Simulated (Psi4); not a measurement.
Psi4 1.11, B3LYP/def2-svp: W(O)(Cl)4 ([O]=[W]([Cl])([Cl])([Cl])[Cl]), 6 atoms. The geometry is a generated start, not checked to be a minimum at this level.

- task = energy
- method = b3lyp
- basis = def2-svp
- memory = 3 GB
- maxiter = 100
- keys of the molecule block = symmetry c1
- scf_type = df (default)
- e_convergence = 1e-06 (default)
- d_convergence = 1e-06 (default)
- dft_radial_points = 75 (default)
- dft_spherical_points = 302 (default)
- effective core potentials = those of the basis set, past Kr
- basis functions = 118
- grid points = 129029

```xyz
6

W      0.1164    -0.0385    -0.0637
O      1.5302    -0.4845    -0.8341
Cl     0.4122    -0.5310     2.1293
Cl    -1.2290     0.7886    -1.6878
Cl    -1.2372    -1.8554    -0.1058
Cl     0.4074     2.1207     0.5622
```

Charge 0 and multiplicity 1 are set for this test and not shown to be the ground state.

With the defaults (diis = true, scf_initial_accelerator = adiis, damping_percentage = 0, guess = auto, which took SAD, soscf = false, soscf_start_convergence = 0.01, diis_max_vecs = 10, level_shift = 0, level_shift_cutoff = 0.01, diis_start = 1) it converges in 11 SCF iterations. One run each on 2 threads, with these changes:
- diis_max_vecs = 20
- guess = core
- diis = false, scf_initial_accelerator = none, damping_percentage = 60
- soscf = true
- guess = sapgau
- level_shift = 0.1, level_shift_cutoff = 0.001
- diis_start = 4
- guess = gwh
- soscf = true, soscf_start_convergence = 0.1

Question: Which runs fail or end elsewhere than the default run?

Answer: No convergence: diis = false, scf_initial_accelerator = none, damping_percentage = 60 (the run ends without SCF convergence in 100 iterations). The rest reach the solution of the defaults.

```json
[
 {"setting": "soscf = true, soscf_start_convergence = 0.1", "SCF iterations": "7", "JK calls": "28", "end": "same solution"},
 {"setting": "soscf = true", "SCF iterations": "8", "JK calls": "29", "end": "same solution"},
 {"setting": "the defaults", "SCF iterations": "11", "JK calls": "12", "end": "same solution"},
 {"setting": "diis_max_vecs = 20", "SCF iterations": "11", "JK calls": "12", "end": "same solution"},
 {"setting": "level_shift = 0.1, level_shift_cutoff = 0.001", "SCF iterations": "11", "JK calls": "12", "end": "same solution"},
 {"setting": "guess = core", "SCF iterations": "15", "JK calls": "15", "end": "same solution"},
 {"setting": "guess = gwh", "SCF iterations": "17", "JK calls": "17", "end": "same solution"},
 {"setting": "diis_start = 4", "SCF iterations": "17", "JK calls": "18", "end": "same solution"},
 {"setting": "guess = sapgau", "SCF iterations": "19", "JK calls": "19", "end": "same solution"},
 {"setting": "diis = false, scf_initial_accelerator = none, damping_percentage = 60", "SCF iterations": "100", "JK calls": "101", "end": "no convergence"}
]
```

An SOSCF iteration holds several JK calls; a Hückel guess adds calls on atoms. 1 further run of the study ended by our limits or in an error and is left out.
